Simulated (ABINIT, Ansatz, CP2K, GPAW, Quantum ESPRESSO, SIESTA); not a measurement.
## Code comparison for K (Im-3m, 1 atom in the cell)

Self-consistent single point.

```
K
1.0
   -2.75880     2.75880     2.75880
    2.75880    -2.75880     2.75880
    2.75880     2.75880    -2.75880
K
1
Direct
  0.00000   0.00000   0.00000
```

Shared settings, as Ansatz (a quantum-chemistry and plane-wave program) writes them: kpoints.mp_grid.grid = 11 11 11; scf.occupations.method = gaussian; scf.occupations.width = 0.1 eV. Potentials and cutoffs stand in the table.

```csv
code,model,pressure (GPa),cutoff
Quantum ESPRESSO,"PBEsol, PSlibrary ultrasoft (PBE) pseudopotentials",-0.53,50 Ry
CP2K,"PBEsol, GPW, DZVP-MOLOPT-SR-GTH basis, GTH-PBE potentials (GTH_POTENTIALS)",-0.36,grid 500 Ry
SIESTA,"GGA PBEsol, numerical atomic orbitals TZP, PseudoDojo PBEsol standard norm-conserving potentials (rewritten from UPF to PSML)",-0.38,grid 400 Ry
GPAW,"PBEsol, GPAW PAW datasets PBEsol (made by gpaw-setup)",-0.49,550 eV
ABINIT,"PBEsol, norm-conserving pseudopotentials (PseudoDojo nc-sr-04 PBEsol standard)",-0.46,37 Ha
Ansatz,"PBEsol, default PAW files made with PBE",-0.46,420 eV
```

The spread over the programs that give each value: pressure within 0.17 GPa.

CP2K and SIESTA use small atom-centred bases, whose incompleteness enters pressures, forces and empty levels differently from a plane-wave cutoff. Ansatz's pressure is given at a fixed set of plane waves, as the other plane-wave codes print theirs.

The starting cell comes from a database of computed structures (which also holds hypothetical and non-ambient phases and stackings), without a prior relaxation at this level. Its lattice was rescaled by a random factor within 2.5 % of one.

Left out of this page: Elk and FLEUR (not drawn, or without a comparable value).

Keys are those of Ansatz 0.2.
